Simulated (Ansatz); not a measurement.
Functionals compared on the (111) surface of tetragonal MoSi2 in its 1x1 cell (cut with top plane Mo, bottom plane Mo), outermost plane spacing 0.36 Å in the ideal cut (one of several cuts of this face), with 1 Mo a cell over the bulk's ratio, in Ansatz (plane waves, PAW). The structure was relaxed with PBE; the other rows are single points on it. Cutoff 420 eV (500 eV for r2SCAN).

Slab: 28 atoms, Mo10Si18, 9.8 Å thick at the start (thin: gaps and levels are the slab's own); k 9x5x1, smearing 0.1 eV, dipole-corrected; all atoms relaxed; held to the part of the start's symmetry that mesh and held atoms allow; no spin, no spin-orbit, no U. These notes are the PBE run's.

| functional | work function of the top face (eV) | rough cost of the single point |
|---|---|---|
| PBE | 3.71 | – |
| LDA | 4.01 | roughly 7 core-minutes |
| PBEsol | (withheld) | around 8 core-minutes (rough) |
| RPBE | 3.56 | very roughly 7 core-minutes |
| r2SCAN | 3.65 | around 14 core-minutes (rough) |

Fill in the missing entries.


- PBEsol, work function of the top face (eV): 3.79

Ansatz is a first-principles code.
